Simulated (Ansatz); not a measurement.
Consider interstitial F in fcc Cu, neutral cell. The step: a concerted move, in which F travels most; the atom moves 1.57 Å along (-0.25, -0.25, -0.25) of the unit cell; the moving atom starts with neighbours 6 Cu at 2.11 Å and ends with 4 Cu at 1.94 Å. A PBE band in Ansatz (plane-wave PAW, a 2×2×2 k-point mesh shifted by half a step, 32 host sites, 39 SCF runs with any check of the saddle's order, static, no finite-size correction) gives a forward barrier of 0.27 eV. The program found a first-order saddle point. Sites that were not tried may lie lower.

Single points at the band's start and saddle point can refine it. Rough cost of one point, in units of the band's mean SCF on the same machine:

| Level | Cost of one point |
|---|---|
| PBE, a 4×4×4 k-point mesh shifted by half a step | about 6 |
| r2SCAN at 500 eV, a 2×2×2 k-point mesh shifted by half a step | about 3 |

Which of these move the barrier by more than 0.1 eV, and how far does each move it?

Not one does. PBE, a 4×4×4 k-point mesh shifted by half a step: 0.00 eV; r2SCAN at 500 eV, a 2×2×2 k-point mesh shifted by half a step: -0.03 eV. Each functional is compared with PBE at the same k-points.

Ansatz is a program for electronic structure.
